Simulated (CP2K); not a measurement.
## One base run on Sr3Ni (Pm-3m, 4 atoms in the cell) and variants with one or two settings moved

```yaml
crystal:
  lattice:
    - [5.15885, 0.00000, 0.00000]
    - [0.00000, 5.15885, 0.00000]
    - [0.00000, 0.00000, 5.15885]
  atoms:
    - { symbol: Sr, position: [0.00000, 0.50000, 0.50000] }
    - { symbol: Sr, position: [0.50000, 0.00000, 0.50000] }
    - { symbol: Sr, position: [0.50000, 0.50000, 0.00000] }
    - { symbol: Ni, position: [0.00000, 0.00000, 0.00000] }
```

Base run A: LDA (Pade form), GPW, DZVP-MOLOPT-SR-GTH basis, GTH-PADE potentials (GTH_POTENTIALS) run with CP2K, self-consistent single point.

Its settings: CUTOFF = 600 Ry; REL_CUTOFF = 60 Ry; SMEAR/METHOD = MARZARI_VANDERBILT; SIGMA = 0.2 eV; KPOINTS/SCHEME = MONKHORST-PACK 8 8 8; XC_FUNCTIONAL = PADE; Sr/BASIS_SET = DZVP-MOLOPT-SR-GTH; Sr/POTENTIAL = GTH-PADE-q10; Ni/BASIS_SET = DZVP-MOLOPT-SR-GTH; Ni/POTENTIAL = GTH-PADE-q18; METHOD = GPW; EPS_DEFAULT = 1e-10; NGRIDS = 5; SCF_GUESS = ATOMIC; EPS_SCF = 1e-07; MAX_SCF = 100; ADDED_MOS = 9; MIXING/METHOD = BROYDEN_MIXING; MIXING/ALPHA = 0.2; MIXING/NBUFFER = 10.

The starting cell comes from a database of computed structures (which also holds hypothetical and non-ambient phases and stackings), without a prior relaxation at this level. Its lattice was rescaled by a random factor within 2.5 % of one. Spin polarisation is off. Values carry the incompleteness of an atom-centred basis.

ΔF is the free energy per atom less that of run A. A dash stands where there is no value to compare (another energy zero or no entropy term, no result, no spin, no clean gap, or a mesh too coarse for one). 

Run A gave: pressure (GPa) -1.12; ending converged.

Runs:
- B: CUTOFF: 600 Ry → 780 Ry
- C: FULL_GRID: default → T
- D: KPOINTS/SCHEME: MONKHORST-PACK 8 8 8 → MACDONALD 5 5 5 0.1 0.1 0.1
- E: SMEAR/METHOD: MARZARI_VANDERBILT → GAUSSIAN; SIGMA: 0.2 eV → 0.05 eV
- F: SIGMA: 0.2 eV → 0.03 eV; KPOINTS/SCHEME: MONKHORST-PACK 8 8 8 → MONKHORST-PACK 10 10 10
- G: MIXING/METHOD: BROYDEN_MIXING → KERKER_MIXING
- H: MIXING/BETA: 1.5 1/bohr → 3 1/bohr
- I: REL_CUTOFF: 60 Ry → 20 Ry
- J: MIXING/NBUFFER: 10 → 20

Question: What does run I change against A?

Answer: The free energy drops by 29.8 meV/atom and the pressure goes from -1.12 to -0.34 GPa.

Question: What does run D change against A?

Answer: The free energy drops by 1.6 meV/atom and the pressure moves little (-1.12 to -1.04 GPa).

```tsv
run	ΔF (meV/atom)	pressure (GPa)	ending
A	0.00	-1.12	converged
B	0.00	-1.12	converged
C	0.00	-1.12	converged
D	-1.57	-1.04	converged
E	-1.51	-1.07	converged
F	0.39	-1.04	converged
G	–	–	not converged
H	0.00	-1.12	converged
I	-29.8	-0.34	converged
J	0.00	-1.12	converged
```
